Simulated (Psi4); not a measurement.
Psi4 1.11, PBE0/def2-svpd: [OH][Al]([OH])[NH][SiH3], 11 atoms. The geometry is a generated start, not checked to be a minimum at this level.

```json
{
 "task": "energy",
 "method": "pbe0",
 "basis": "def2-svpd",
 "memory": "3 GB",
 "maxiter": "100",
 "keys_of_the_molecule_block": "symmetry c1",
 "scf_type": "df (default)",
 "e_convergence": "1e-06 (default)",
 "d_convergence": "1e-06 (default)",
 "dft_radial_points": "75 (default)",
 "dft_spherical_points": "302 (default)",
 "basis_functions": "162",
 "grid_points": "238384"
}
```

```xyz
11

Si     1.8442     0.5350     0.4399
N      0.5740    -0.5516    -0.0260
Al    -1.1902    -0.2710    -0.2824
O     -1.6944     1.2898    -0.2091
O     -2.2216    -1.5249    -0.5801
H      1.8042     0.8067     1.8837
H      1.7321     1.7867    -0.3070
H      3.0961    -0.1623     0.1087
H      0.8565    -1.5135    -0.1321
H     -2.2892     2.0243    -0.2183
H     -2.5117    -2.4194    -0.6772
```

With the defaults (diis = true, scf_initial_accelerator = adiis, damping_percentage = 0, level_shift = 0, level_shift_cutoff = 0.01, diis_start = 1, diis_max_vecs = 10, guess = auto, which took SAD) it converges in 9 SCF iterations. One run each on 2 threads, with these changes:
- diis_max_vecs = 3
- damping_percentage = 20
- guess = sadno
- damping_percentage = 60
- diis_start = 4
- scf_initial_accelerator = ediis
- level_shift = 0.1, level_shift_cutoff = 0.001
- diis = false, scf_initial_accelerator = none, damping_percentage = 60
- guess = gwh

**Question.** Which of these changes keep the SCF from converging, or lead it to another solution?

**Answer.** No convergence: diis = false, scf_initial_accelerator = none, damping_percentage = 60 (the run ends without SCF convergence in 100 iterations). The rest reach the solution of the defaults.

| setting | SCF iterations | end |
|---|---|---|
| the defaults | 9 | same solution |
| level_shift = 0.1, level_shift_cutoff = 0.001 | 9 | same solution |
| scf_initial_accelerator = ediis | 9 | same solution |
| guess = sadno | 9 | same solution |
| diis_max_vecs = 3 | 11 | same solution |
| guess = gwh | 13 | same solution |
| diis_start = 4 | 15 | same solution |
| damping_percentage = 20 | 20 | same solution |
| damping_percentage = 60 | 77 | same solution |
| diis = false, scf_initial_accelerator = none, damping_percentage = 60 | 100 | no convergence |
